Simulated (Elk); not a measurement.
# Input and output of a self-consistent single point for NaF (Fm-3m, 2 atoms in the cell) (Elk)

Method of the run: Elk with PBE, all-electron FP-LAPW, Elk's shipped species files, APW+lo basis with extra local orbitals.

Input as run:

```
tasks
  0

xctype
  20

rgkmax
  7.5

gmaxvr
  16.0

nxlo
  2

lorbcnd
  .true.

rmtscf
  0.96

lmaxi
  2

stype
  0

swidth
  0.0001

avec
    0.0000000000    4.2847253307    4.2847253307
    4.2847253307    0.0000000000    4.2847253307
    4.2847253307    4.2847253307    0.0000000000

atoms
  2   : nspecies
  'Na.in'   : spfname
  1   : natoms; atposl, bfcmt below
  0.0000000000  0.0000000000  0.0000000000    0.0 0.0 0.0
  'F.in'   : spfname
  1   : natoms; atposl, bfcmt below
  0.5000000000  0.5000000000  0.5000000000    0.0 0.0 0.0

ngridk
  10 10 10
```

Output, abridged:

```
│ Elk code version 10.2.4 │

All units are atomic (Hartree, Bohr, etc.)

│ Ground-state run starting from atomic densities │

Lattice vectors :
   0.000000000       4.284725331       4.284725331
   4.284725331       0.000000000       4.284725331
   4.284725331       4.284725331       0.000000000

Unit cell volume      :    157.3254406
Brillouin zone volume :    1.576669434

Muffin-tin inner radius fraction :   0.1000000000E-01

Nuclei treated as point charges

Species :    1 (Na)
 parameters loaded from : Na.in
 name : sodium
 nuclear charge    :   -11.00000000
 electronic charge :    11.00000000
 atomic mass :    41907.78700
 muffin-tin radius :    2.112000000
 number of radial points in muffin-tin :    397
 atomic positions (lattice), magnetic fields (Cartesian) :
   1 :   0.00000000  0.00000000  0.00000000    0.00000000  0.00000000  0.00000000

Species :    2 (F)
 parameters loaded from : F.in
 name : fluorine
 nuclear charge    :   -9.000000000
 electronic charge :    9.000000000
 atomic mass :    34631.97042
 muffin-tin radius :    1.920000000
 number of radial points in muffin-tin :    297
 atomic positions (lattice), magnetic fields (Cartesian) :
   1 :   0.50000000  0.50000000  0.50000000    0.00000000  0.00000000  0.00000000

Total number of atoms per unit cell :    2

Spin treatment :
 spin-unpolarised

Number of Bravais lattice symmetries :   48
Number of crystal symmetries         :   48
Crystal has inversion symmetry
Real symmetric eigensolver will be used

k-point grid :     10    10    10
k-point offset :    0.000000000       0.000000000       0.000000000
k-point set is reduced with full crystal symmetry group
Total number of k-points :       47

Muffin-tin radius times maximum |G+k| :    7.500000000
 using average radius
Maximum |G+k| for APW functions       :    3.720238095
Maximum (1/2)|G+k|²                   :    6.920085743
Maximum |G| for potential and density :    16.00000000
 potential will be trimmed for |G| > 2 gkmax
Constant for pseudocharge density :    8
Radial integration step length :    4

G-vector grid sizes :     32    32    32
Number of G-vectors :    10969

Maximum angular momentum used for
 APW functions                      :    8
 outer part of muffin-tin           :    6
 inner part of muffin-tin           :    2

Total nuclear charge    :   -20.00000000
Total core charge       :    4.000000000
Total valence charge    :    16.00000000
Total excess charge     :    0.000000000
Total electronic charge :    20.00000000

Effective Wigner radius, rₛ :    1.233748915

Number of empty states         :    8
Total number of valence states :   16
Total number of core states    :    4

Conduction state local-orbitals added automatically
Total number of local-orbitals :  138

Exchange-correlation functional :     20     0     0
 Perdew-Burke-Ernzerhof, Phys. Rev. Lett. 77, 3865 (1996)
 gradient requirement :    1
 generalised gradient approximation (GGA)

Smearing type :    0
 Gaussian
Smearing width :   0.1000000000E-03
Effective electronic temperature (K) :    31.57750248

Mixing type :    3
 Broyden mixing, J. Phys. A: Math. Gen. 17, L317 (1984)

Kohn-Sham potential initialised from atomic data

│ Self-consistent loop started │
│ Loop number : 1 │
 total energy                :     -266.041998743
│ Loop number : 2 │
 total energy                :     -265.976434694
RMS change in Kohn-Sham potential (target) :    1.296426564     (  0.1000000000E-05)
Absolute change in total energy (target)   :   0.6556404865E-01 (  0.1000000000E-03)
│ Loop number : 3 │
 total energy                :     -265.764060654
RMS change in Kohn-Sham potential (target) :    1.206496370     (  0.1000000000E-05)
Absolute change in total energy (target)   :   0.2287650523     (  0.1000000000E-03)
│ Loop number : 4 │
 total energy                :     -263.929877071
RMS change in Kohn-Sham potential (target) :   0.5315608754     (  0.1000000000E-05)
Absolute change in total energy (target)   :    1.891374847     (  0.1000000000E-03)
│ Loop number : 5 │
 total energy                :     -262.889864663
RMS change in Kohn-Sham potential (target) :   0.1672217853     (  0.1000000000E-05)
Absolute change in total energy (target)   :    1.512856120     (  0.1000000000E-03)
│ Loop number : 6 │
 total energy                :     -262.676966770
RMS change in Kohn-Sham potential (target) :   0.4642813867E-01 (  0.1000000000E-05)
Absolute change in total energy (target)   :   0.5911119227     (  0.1000000000E-03)
│ Loop number : 7 │
 total energy                :     -262.514183754
RMS change in Kohn-Sham potential (target) :   0.4004746475E-02 (  0.1000000000E-05)
Absolute change in total energy (target)   :   0.3105609965     (  0.1000000000E-03)
│ Loop number : 8 │
 total energy                :     -262.515069952
RMS change in Kohn-Sham potential (target) :   0.1998794623E-02 (  0.1000000000E-05)
Absolute change in total energy (target)   :   0.7675405060E-01 (  0.1000000000E-03)
│ Loop number : 9 │
 total energy                :     -262.510489712
RMS change in Kohn-Sham potential (target) :   0.1547579743E-03 (  0.1000000000E-05)
Absolute change in total energy (target)   :   0.2376875346E-01 (  0.1000000000E-03)
│ Loop number : 10 │
 total energy                :     -262.510561048
RMS change in Kohn-Sham potential (target) :   0.4534730787E-04 (  0.1000000000E-05)
Absolute change in total energy (target)   :   0.5870852394E-02 (  0.1000000000E-03)
│ Loop number : 11 │
 total energy                :     -262.510342263
RMS change in Kohn-Sham potential (target) :   0.1367743515E-04 (  0.1000000000E-05)
Absolute change in total energy (target)   :   0.1686497432E-02 (  0.1000000000E-03)
│ Loop number : 12 │
 total energy                :     -262.510266506
RMS change in Kohn-Sham potential (target) :   0.5243603227E-05 (  0.1000000000E-05)
Absolute change in total energy (target)   :   0.4973814468E-03 (  0.1000000000E-03)
│ Loop number : 13 │
 total energy                :     -262.510245524
RMS change in Kohn-Sham potential (target) :   0.1558591075E-05 (  0.1000000000E-05)
Absolute change in total energy (target)   :   0.1453273418E-03 (  0.1000000000E-03)
│ Loop number : 14 │
 total energy                :     -262.510236324
RMS change in Kohn-Sham potential (target) :   0.2652142197E-06 (  0.1000000000E-05)
Absolute change in total energy (target)   :   0.4553220543E-04 (  0.1000000000E-03)
Convergence targets achieved

│ Loop number : 15 │

Energies :
 Fermi                       :    -0.775585421077E-01
 sum of eigenvalues          :     -133.801255443
 electron kinetic            :      262.430913907
 core electron kinetic       :      187.292864611
 Coulomb                     :     -500.013250906
 Coulomb potential           :     -364.144017843
 nuclear-nuclear             :     -54.6827351102
 electron-nuclear            :     -526.517013749
 Hartree                     :      81.1864979528
 Madelung                    :     -317.941241985
 xc potential                :     -32.0881515071
 exchange                    :     -24.2384206890
 correlation                 :    -0.689478045602
 total energy                :     -262.510235734

Density of states at Fermi energy :   0.8051733427E-05
 (states/Hartree/unit cell)

Estimated indirect band gap :   0.2473387769
 from k-point      1 to k-point      1
Estimated direct band gap   :   0.2473387769
 at k-point      1

Charges :
 core                        :    4.000000000
 valence                     :    16.00000000
 interstitial                :   0.9960878768
 muffin-tins (core leakage)
  species :    1 (Na)
   atom    1                 :    10.05449448     (  0.2220446049E-15)
  species :    2 (F)
   atom    1                 :    8.949417645     (  0.3061151332E-10)
 total in muffin-tins        :    19.00391212
 total calculated charge     :    20.02649643
 total charge                :    20.00000000
 error                       :   0.2649643017E-01

│ Self-consistent loop stopped │
```

The run converged in 15 iterations. The count includes the last loop, which Elk runs after its targets are met.

The starting cell comes from a database of computed structures (which also holds hypothetical and non-ambient phases and stackings), without a prior relaxation at this level. Its lattice was rescaled by a random factor within 2.5 % of one. Values depend on the basis (sphere radii, cutoffs, local orbitals), which need not be converged.
